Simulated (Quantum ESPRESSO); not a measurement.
**A short convergence ladder for Sr2CdPt2 (Imm2, 5 atoms in the cell)**

```xyz
5
Lattice="-2.2903 2.9980 4.5950 2.2903 -2.9980 4.5950 2.2903 2.9980 -4.5950" Properties=species:S:1:pos:R:3 pbc="T T T"
Sr     2.2903     0.0000     2.8025
Sr     0.0000     2.9980     1.8425
Cd     0.0000     0.0000     0.0000
Pt     0.0000     1.3556     4.5950
Pt     2.2903     1.6424     0.0000
```

Base method: PBEsol, GBRV 1.5 ultrasoft (PBESOL) pseudopotentials (plane waves; Quantum ESPRESSO 7.5).

Base settings: ecutwfc = 40 Ry; ecutrho = 320 Ry; occupations = smearing; smearing = gaussian; degauss = 0.0073499 Ry; potentials = {Sr: sr_pbesol_v1.uspp.F.UPF, Cd: cd_pbesol_v1.uspp.F.UPF, Pt: pt_pbesol_v1.4.uspp.F.UPF}; K_POINTS = automatic 4 4 4 0 0 0; conv_thr = 1e-10 Ry; mixing_beta = 0.7.

The count of work is k-points × plane waves × bands × iterations; it is no time. Core times come from one kind of shared machine, to one figure; runs under 30 s give none.

**The k-point mesh**

The second cell is the first with its lattice scaled by 0.98.

Only quantities that move along the ladder and can be compared are tabulated.

| K_POINTS | free energy less the last step's (meV/atom) | energy of the compressed cell less the first (meV/atom) | pressure (GPa) | largest difference of a force vector from the last step's (eV/Å) | count of work / last | core time / last (rough) |
|---|---|---|---|---|---|---|
| automatic 2 2 2 0 0 0 | 44.00 | -6.14 | -3.08 | 0.243 | 0.11 | 0.4 |
| automatic 3 3 3 0 0 0 | 0.56 | -8.15 | -3.23 | 0.055 | 0.17 | 0.5 |
| automatic 4 4 4 0 0 0 | 1.56 | -7.97 | -3.22 | 0.019 | 0.36 | 0.7 |
| automatic 6 6 6 0 0 0 | 0.00 | -8.18 | -3.24 | 0.000 | 1.0 | 1 |

Coarsest K_POINTS that holds the forces within 0.01 eV/Å: not settled: the last two steps still differ by 0.019 eV/Å, over half the tolerance, so the ladder does not show it.

Coarsest K_POINTS that holds the free energy within 5 meV/atom of the last step, with all finer ones: automatic 3 3 3 0 0 0, at 0.17 of the last step's count of work; the step before is off by 44 meV/atom.

Coarsest K_POINTS that holds the energy of the compressed cell less the first within 0.5 meV/atom of the last step, with all finer ones: automatic 3 3 3 0 0 0, at 0.17 of the last step's count of work; the step before is off by 2.0 meV/atom.

On the base run: the starting cell comes from a database of computed structures (which also holds hypothetical and non-ambient phases and stackings), without a prior relaxation at this level. Its lattice was rescaled by up to half a per cent. One atom was moved a little off its site on purpose. Spin polarisation is off. In the base run, with a pressure of about -3 GPa the cell is away from its equilibrium volume at this level. Without a gap this mesh is coarse (it stands for a supercell whose shortest vector is 18 Å).
